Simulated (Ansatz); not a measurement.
Take MgH2 in the rutile structure (space group P4_2/mnm, No. 136) as the base.

```
CELL_PARAMETERS angstrom
      4.47624     0.00000     0.00000
      0.00000     4.47624     0.00000
      0.00000     0.00000     3.00794
ATOMIC_POSITIONS crystal
  Mg 0.00000 0.00000 0.00000
  Mg 0.50000 0.50000 0.50000
  H  0.30449 0.30449 0.00000
  H  0.80449 0.19551 0.50000
  H  0.19551 0.80449 0.50000
  H  0.69551 0.69551 0.00000
```

Cartesian axes are those of the cell as printed.

Calculations: PBEsol in Ansatz (plane waves to 420 eV, PAW, no spin-orbit coupling).

Before the change:

| Quantity | Result |
|---|---|
| Shortest interatomic distance | 1.928 Å |

Modification: uniaxial strain ε_yy = +0.79 %, all other strain components held at zero; the atoms relax in the strained cell.

Question: Estimate the effect on the shortest interatomic distance and stress.

Answer: The shortest interatomic distance grows by 0.0076 Å to 1.935 Å; the stress (xx, yy, zz, yz, xz, xy; compression positive) amounts to (-0.28, -0.58, -0.23, 0.00, 0.00, 0.00) GPa.

Whether these cells are dynamically stable was not tested.

Ansatz is a quantum-chemistry and plane-wave program.
